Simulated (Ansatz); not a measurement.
Ansatz (a first-principles code) run on Mo2N (Imm2, 6 atoms in the cell): self-consistent single point.

Computed with PBEsol, default PAW files made with PBE (plane waves; Ansatz).

The change in words: lattice scaled by 0.98; basis.ecutwfc: 420 eV → 335 eV. Reference geometry:
```
CELL_PARAMETERS angstrom
     -2.13417     2.13417     3.98701
      2.13417    -2.13417     3.98701
      2.13417     2.13417    -3.98701
ATOMIC_POSITIONS crystal
  Mo 0.99323 0.49323 0.50000
  Mo 0.23696 0.23696 0.00000
  Mo 0.76304 0.76304 0.00000
  Mo 0.51304 0.01304 0.50000
  N  0.25000 0.75000 0.50000
  N  0.50000 0.50000 0.00000
```

Reference input (self-consistent single point, DFT, PBEsol, plane waves, default PAW files made with PBE): basis.ecutwfc = 420 eV; kpoints.mp_grid.grid = 5 5 5; hamiltonian.xc = pbesol; hamiltonian.pseudopotentials = {kind: paw} (the program's default PAW files); scf.occupations.method = gaussian; scf.occupations.width = 0.1 eV. This run's input differs from it in these lines:

Ansatz 0.2 input:
```diff
@@ -2,5 +2,5 @@
   lattice:
-    - [-2.134168, 2.134168, 3.987015]
-    - [2.134168, -2.134168, 3.987015]
-    - [2.134168, 2.134168, -3.987015]
+    - [-2.091485, 2.091485, 3.907275]
+    - [2.091485, -2.091485, 3.907275]
+    - [2.091485, 2.091485, -3.907275]
   atoms:
@@ -13,3 +13,3 @@
 basis:
-  ecutwfc: 420.0
+  ecutwfc: 335.0
 kpoints:
```

Output (repeated stretches shortened):

```
SCF iter   1: F=—  HF=-20349.001889 eV  |F-HF|=—  |Δ(HF+E_count)|=         —  Δρ=1.47e-2  dr2=1.15e-1  ethr=1.77e-3  ⟨swp⟩=5.2  Hψ=3995  notcnv=0
all-band conjugate gradients solve this SCF's bands
preconditioner: auto → Kerker (q_TF=auto, 2.712 Å⁻¹)
SCF iter   2: F=—  HF=-20348.976975 eV  |F-HF|=—  |Δ(HF+E_count)|=   2.49e-2  Δρ=5.70e-3  dr2=1.62e-2  ethr=1.75e-4  ⟨swp⟩=1.8  Hψ=1374  notcnv=0  defer=1
SCF iter   3: F=—  HF=-20348.973361 eV  |F-HF|=—  |Δ(HF+E_count)|=   3.61e-3  Δρ=1.05e-3  dr2=3.64e-4  ethr=2.45e-5  ⟨swp⟩=2.0  Hψ=1482  notcnv=0  defer=1
SCF iter   4: F=—  HF=-20348.973374 eV  |F-HF|=—  |Δ(HF+E_count)|=   1.30e-5  Δρ=1.28e-4  dr2=7.78e-6  ethr=5.52e-7  ⟨swp⟩=2.8  Hψ=1918  notcnv=0  defer=1
SCF iter   5: F=—  HF=-20348.973385 eV  |F-HF|=—  |Δ(HF+E_count)|=   1.12e-5  Δρ=2.42e-5  dr2=3.19e-7  ethr=1.18e-8  ⟨swp⟩=2.8  Hψ=1880  notcnv=0  defer=1
SCF iter   6: F=-20348.973385 eV  HF=-20348.973385 eV  |F-HF|=1.22e-9  |Δ(HF+E_count)|=   3.97e-8  Δρ=4.51e-6  dr2=6.76e-9  ethr=1.52e-10  ⟨swp⟩=7.8  Hψ=3983  notcnv=0
SCF 1 converged in 6 iterations: F = -20348.973385 eV  dr2 = 6.76e-9
Free energy (F): -20348.973385 eV
Internal energy: -20348.945802 eV  (E = F + TS)
E sigma→0 (E₀):  -20348.959594 eV
Entropy (-TS):   -0.027583 eV (-4.597 meV/atom)
Fermi energy:    22.177535 eV
--- Forces (eV/Å), atoms counted from 1 ---
  atom   1  Mo     0.00000000     0.00000000    -0.85372793
  atom   2  Mo     0.00000000     0.00000000     0.06445789
  atom   3  Mo     0.00000000     0.00000000    -0.00723951
  atom   4  Mo     0.00000000     0.00000000     0.20165936
  atom   5  N      0.00000000     0.00000000     0.59258681
  atom   6  N      0.00000000     0.00000000     0.00226592
--- Stress (GPa, compression-positive) ---
       10.821863       0.000000       0.000000
        0.000000      10.569322       0.000000
        0.000000       0.000000      13.129839
  P = ⅓ Tr σ = 11.5070 GPa (115.070 kbar)
  The stress holds the Pulay correction. Without it, at fixed plane waves, as pw.x and ABINIT print it: P = 6.9391 GPa
```

The run converged in 6 iterations. Against the reference run the free energy rises by 41.9 meV/atom, the pressure goes from -9.11 to 11.51 GPa and the largest force goes from 0.477 to 0.854 eV/Å.

The starting cell comes from a database of computed structures (which also holds hypothetical and non-ambient phases and stackings), without a prior relaxation at this level. Its lattice was rescaled by up to half a per cent. One atom was moved a little off its site on purpose. For this run, on top of that: lattice scaled by 0.98. Spin polarisation is off. Ansatz's pressure includes its estimate of the finite-basis (Pulay) stress. Without the estimate this run gives 6.94 GPa. The cutoff lies below the one recommended for these files.
